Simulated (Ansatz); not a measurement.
The starting structures come from a database of crystals and need not be the phases stable at ambient conditions.

Inside the gap of an insulator the Bloch states are evanescent, with a wavenumber k + iκ along the transport direction.

Given:

```xyz
14
Lattice="5.8772 0.0000 0.0000 0.0000 5.8772 0.0000 2.9386 -2.9386 4.2805" Properties=species:S:1:pos:R:3 pbc="T T T"
Ge     2.9386     4.4079     1.0701
Ge     7.3465     0.0000     3.2104
Ge     2.9386     1.4693     1.0701
Ge     4.4079     0.0000     3.2104
Ge     0.0000     0.0000     0.0000
Ge     5.8772     2.9386     2.1402
N      4.3120     2.9386     1.0003
N      2.9386     1.3734     3.1405
N      1.5652     2.9386     1.0003
N      2.9386    -1.3734     3.1405
N      5.8772     1.3734     3.2802
N      4.3120     0.0000     1.1400
N      5.8772    -1.3734     3.2802
N      1.5652     0.0000     1.1400
```

Space group of this cell: I4_1/amd. The cell is strained (lengths along the current scaled by 1.03, ions clamped); by PBEsol its mean pressure is -11.9 GPa.

Transport runs along the normal of the first two printed cell vectors, the (001) (indices of the unstrained crystal) plane of the conventional cell.

The gap is the functional's own. No spin-orbit coupling. Mid-gap values are interpolated on the energy grid.

Q: Compute, with Ansatz (a program for electronic structure) with PBEsol, the band gap and the smallest decay constant κ at mid-gap.

A: Gap 1.47 eV on a 8×8×8 mesh; κ = 0.133 1/Å, at the zone centre.
